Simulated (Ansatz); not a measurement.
System: interstitial Na in alpha quartz (charge state +1). The step: several atoms move together, Na the farthest; the atom moves 1.84 Å along (-0.02, 0.03, -0.33) of the unit cell; the moving atom starts with neighbours 2 O at 2.19, 2 O at 2.43, 2 O at 2.47 Å and ends with 2 O at 2.19, 2 O at 2.43, 2 O at 2.47 Å. A PBE band in Ansatz (plane-wave PAW, the Γ point alone, 243 host sites, 48 SCF runs with any check of the saddle's order, static, no finite-size correction) gives a forward barrier of 0.11 eV. The saddle point's order was not checked, and it lies on a symmetry element of the cell, where a band can be held. The charge state is imposed; whether it is stable for some Fermi level was not computed. Sites that were not tried may lie lower.

Single points at the band's start and saddle point can refine it. Rough cost of one point, in units of the band's mean SCF on the same machine:

```csv
Level,Cost of one point
"PBE, a 2×2×2 k-point mesh shifted by half a step along c",about 9
"r2SCAN at 500 eV, the Γ point alone",about 2
"HSE06, Γ point alone",about 30
```

Task: Which of these move the barrier by more than 0.1 eV, and how far does each move it?

Result: Not one does. PBE, a 2×2×2 k-point mesh shifted by half a step along c: 0.00 eV; r2SCAN at 500 eV, the Γ point alone: +0.01 eV; HSE06, Γ point alone: 0.00 eV. Each functional is compared with PBE at the same k-points.

Ansatz is a program for electronic structure.
